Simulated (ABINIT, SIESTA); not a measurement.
An ABINIT input for a self-consistent single point of ScCuO₂ (P6_3/mmc, 8 atoms in the cell) (DFT, LDA (PW92), plane waves, PAW (JTH v2.0 LDA PAW)):

```
# ScCuO2, JTH v2.0 LDA PAW
pp_dirpath "./"
pseudos "Sc.LDA_PW-JTH.xml, Cu.LDA_PW-JTH.xml, O.LDA_PW-JTH.xml"
acell 6.0875260358 6.0875260358 21.5052722709
rprim
         1.0000000000   -0.0000000035    0.0000000000
        -0.4999999969    0.8660254055    0.0000000000
         0.0000000000    0.0000000000    1.0000000000
natom 8
ntypat 3
znucl 21 29 8
typat 1 1 2 2 3 3 3 3
xcart
         0.0000000000    0.0000000000    0.0000000000
         0.0000000000    0.0000000000   10.7526361354
         3.0437630241    1.7573173870   16.1289542031
         0.0000000124    3.5146347955    5.3763180677
         0.0000000124    3.5146347955    8.8244734236
         3.0437630241    1.7573173870   12.6807988472
         3.0437630241    1.7573173870   19.5771095590
         0.0000000124    3.5146347955    1.9281627118
ecut 30
pawecutdg 60
pawxcdev 0
occopt 3
tsmear 0.05 eV
nband 53
kptopt 1
ngkpt 11 11 3
nshiftk 1
shiftk 0 0 0
nstep 50
tolvrs 1.0e-12
prtwf 0
prtden 0
enunit 2
```

### Question
Write the same calculation as an input for SIESTA.

### Answer
This is the input that was run; spellings and numerical settings could be chosen otherwise.

```
# files in the folder: Sc.psml Cu.psml O.psml (PseudoDojo LDA standard)
SystemName  ScCuO2
SystemLabel sccuo2

NumberOfAtoms                8
NumberOfSpecies              3
%block ChemicalSpeciesLabel
  1 21 Sc
  2 29 Cu
  3 8 O
%endblock ChemicalSpeciesLabel
LatticeConstant              1.0 Ang
%block LatticeVectors
     3.221380000    0.000000000    0.000000000
    -1.610690000    2.789797000    0.000000000
     0.000000000    0.000000000   11.380100000
%endblock LatticeVectors
AtomicCoordinatesFormat      Fractional
%block AtomicCoordinatesAndAtomicSpecies
     0.000000000    0.000000000    0.000000000  1
     0.000000000    0.000000000    0.500000000  1
     0.666667000    0.333333000    0.750000000  2
     0.333333000    0.666667000    0.250000000  2
     0.333333000    0.666667000    0.410340000  3
     0.666667000    0.333333000    0.589660000  3
     0.666667000    0.333333000    0.910340000  3
     0.333333000    0.666667000    0.089660000  3
%endblock AtomicCoordinatesAndAtomicSpecies

XC.functional                LDA
XC.authors                   PW92
PAO.BasisSize                DZP
PAO.EnergyShift              0.01 Ry
MeshCutoff                   400 Ry
%block kgrid.MonkhorstPack
   11   0   0  0.0
    0  11   0  0.0
    0   0   3  0.0
%endblock kgrid.MonkhorstPack
OccupationFunction           FD
ElectronicTemperature        0.05 eV

MaxSCFIterations             150
SCF.Mixer.Method             Broyden
SCF.Mixer.Weight             0.2
SCF.Mixer.History            8
SCF.DM.Tolerance             1.0E-05
Diag.ParallelOverK           true
WriteForces                  true
Charge.Mulliken              end
```

Basis, cutoffs, solver keys and any potentials are the target program's own. This input uses DFT, LDA PW92, numerical atomic orbitals DZP, PseudoDojo LDA standard norm-conserving potentials (rewritten from UPF to PSML). LDA parametrisations can differ slightly between programs.

The starting cell comes from a database of computed structures (which also holds hypothetical and non-ambient phases and stackings), without a prior relaxation at this level.
